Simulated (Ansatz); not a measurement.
The structure below was relaxed with PBEsol (Ansatz, a first-principles code, PAW, spin-orbit coupling left out), at pressure 4.5 GPa.

```yaml
crystal:
  lattice:
    - [3.71564, 0.00000, 0.00000]
    - [-1.85782, 3.21784, 0.00000]
    - [0.00000, 0.00000, 6.11086]
  atoms:
    - { symbol: Zn, position: [0.33333, 0.66667, 0.00075] }
    - { symbol: Zn, position: [0.66667, 0.33333, 0.50075] }
    - { symbol: S, position: [0.33333, 0.66667, 0.37425] }
    - { symbol: S, position: [0.66667, 0.33333, 0.87425] }
```

### Question
Find the space group and the Wyckoff positions.

### Answer
Space group P6₃mc (No. 186); a = 3.716 Å, b = 3.716 Å, c = 6.111 Å, α = 90.00°, β = 90.00°, γ = 120.00°

```json
[
 {"atom": "Zn", "site": "2b", "symmetry": "3m.", "x": "0.3333", "y": "0.6667", "z": "0.0007"},
 {"atom": "S", "site": "2b", "symmetry": "3m.", "x": "0.3333", "y": "0.6667", "z": "0.3743"}
]
```

### Question
Describe the coordination.

### Answer
The crystal has 4 atoms in its conventional cell. Conventional cell: a = b = 3.7156 Å, c = 6.1109 Å, α = β = 90.00°, γ = 120.00°. Zn is coordinated by 4 S at 2.280–2.282 Å (tetrahedral). S is coordinated by 4 Zn at 2.280–2.282 Å (tetrahedral). (Neighbours: up to the widest gap in distance over summed covalent radii, below 1.35, at either atom; cation-cation and far metal-metal contacts left out.)

Load acts through the strain it causes; cell and atoms are relaxed under it. Whether these cells are dynamically stable was not tested. Tetrahedral semiconductors of this kind turn to denser phases somewhere between about 1 and 50 GPa; those were not computed, so compressed cells here can lie past the real transition. The cell was made from ZnS in the wurtzite structure (space group P6_3mc, No. 186) by this change: pressure 4.5 GPa.
